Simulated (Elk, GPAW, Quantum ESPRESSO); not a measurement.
# Code comparison for PrSb₃ (Pm-3m, 4 atoms in the cell)

Self-consistent single point, at a second geometry (lattice scaled by 0.98). First geometry:

```xyz
4
Lattice="4.8480 0.0000 0.0000 0.0000 4.8480 0.0000 0.0000 0.0000 4.8480" Properties=species:S:1:pos:R:3 pbc="T T T"
Pr     0.0000     0.0000     0.0000
Sb     0.0000     2.4240     2.4240
Sb     2.4240     0.0000     2.4240
Sb     2.4240     2.4240     0.0000
```
Moments meant for the start (each program seeds them in its own way; μB, in the order of the atoms Pr Sb Sb Sb): 2.0 0.0 0.0 0.0.

Shared settings, as Quantum ESPRESSO writes them: occupations = smearing; smearing = gaussian; degauss = 0.0036749 Ry; nspin = 2; K_POINTS = automatic 5 5 5 0 0 0. Potentials and cutoffs stand in the table.

```json
[
 {"code": "Elk", "model": "LDA (PW92), all-electron FP-LAPW, Elk's shipped species files, default APW+lo basis", "ΔF from the first geometry (meV/atom)": "–", "pressure (GPa)": "–", "size of the net moment (μB/atom)": "0.58", "cutoff": "default"},
 {"code": "GPAW", "model": "LDA (Perdew-Wang 92), GPAW PAW datasets LDA (gpaw-data 1.0.1)", "ΔF from the first geometry (meV/atom)": "-67.8", "pressure (GPa)": "-5.28", "size of the net moment (μB/atom)": "0.00", "cutoff": "800 eV"},
 {"code": "Quantum ESPRESSO", "model": "LDA (PZ), SSSP 1.1.2 efficiency (PBE) pseudopotentials", "ΔF from the first geometry (meV/atom)": "-53.6", "pressure (GPa)": "-3.73", "size of the net moment (μB/atom)": "0.56", "cutoff": "50 Ry"}
]
```

A dash marks a value that a program does not give, or that is left out as unsure.

The net moments differ, which can mean other magnetic states; other values may part for that reason too.

On Elk's run: spin-orbit coupling is off. With one magnetic atom in the cell only a parallel order is possible. With U or open f shells several self-consistent states can exist. The f electrons are in the valence without U or exact exchange, which can misplace them near the Fermi level. Spin-orbit terms, which matter for f shells, are left out.

The spread over the programs that give each value: ΔF from the first geometry within 14.2 meV/atom; pressure within 1.55 GPa; size of the net moment within 0.58 μB/atom.

Elk treats all electrons, but the usual bases taken here (sphere radii, linearisation, local orbitals, empty states) were not tested for convergence, so the values are no reference for the others. The same LDA comes in different parametrisations, which differ slightly.

The starting cell comes from a database of computed structures (which also holds hypothetical and non-ambient phases and stackings), without a prior relaxation at this level. For this run, on top of that: lattice scaled by 0.98.

Left out of this page: Ansatz (unsound by tests on forces, stress, charge or solver warnings).
